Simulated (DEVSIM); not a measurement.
System: Al/SiO2/n-Si capacitor, at 300 K.

Layer 1 from the left is SiO2, thickness (nm) 2.80. Layer 2 from the left is Si, thickness (nm) 810, Nd (cm⁻³) 5e17.

Metal gate on the left, work function 4.1 eV. Fixed charge at the semiconductor interface 3.7e10 cm⁻² (in units of +e); interface traps 1.2e10 cm⁻² eV⁻¹, uniform in energy, neutral level at 0.7 of the gap above the valence band.

Constants are typed, rounded textbook-type inputs, not results; the design itself was drawn at random and stands for no fabricated device. Values at 300 K.

SiO2: gap (eV) 9, affinity (eV) 0.9, permittivity 3.9. Si: gap (eV) 1.124, affinity (eV) 4.05, permittivity 11.7, Nc (cm⁻³) 2.86e19, Nv (cm⁻³) 3.1e19.

Model (solved in DEVSIM): 1D Poisson equation in equilibrium, Boltzmann statistics, complete ionisation; no quantum confinement or tunnelling. Metal contacts follow the ideal Schottky-Mott rule: no Fermi-level pinning, no interface dipoles.

### Question
What does the simulation give for the minimum of the low-frequency capacitance, the flat-band voltage?

### Answer
minimum of the low-frequency capacitance 0.202 μF/cm²; flat-band voltage -0.06 V.
